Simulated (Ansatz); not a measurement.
**Response to strain in Y**

The reference is Y in the hcp (Mg type) structure (space group P6_3/mmc, No. 194; relaxed with 0.1 eV smearing).

```xyz
2
Lattice="3.5943 0.0000 0.0000 -1.7972 3.1128 0.0000 0.0000 0.0000 5.6099" Properties=species:S:1:pos:R:3 pbc="T T T"
Y      1.7972     1.0376     4.2074
Y      0.0000     2.0752     1.4025
```

Cartesian axes are those of the cell as printed.

Strains are applied to the cell and any free atomic positions relax.

Level of theory: PBEsol (Ansatz, a program for electronic structure; PAW; 420 eV plane waves; without spin-orbit coupling).

Notes on the quantities. energy relative to the base: free energy F.

| variant | shortest interatomic distance | energy relative to the base |
|---|---|---|
| base | 3.489 Å | 0 meV/atom |
| tensor shear ε_xz = +0.29 % | 3.481 Å | +0.1 meV/atom |
| tensor shear ε_xz = +1.71 % | 3.442 Å | +2.9 meV/atom |
| tensor shear ε_xz = +2.00 % | 3.434 Å | +4.0 meV/atom |
| tensor shear ε_xz = +0.57 % | 3.473 Å | +0.3 meV/atom |
| tensor shear ε_xz = +0.86 % | 3.464 Å | +0.7 meV/atom |
| tensor shear ε_xz = +1.14 % | 3.456 Å | +1.3 meV/atom |
| tensor shear ε_xz = +1.43 % | 3.448 Å | +2.1 meV/atom |

Stability against distortions was not tested. The final runs are not spin-polarised.
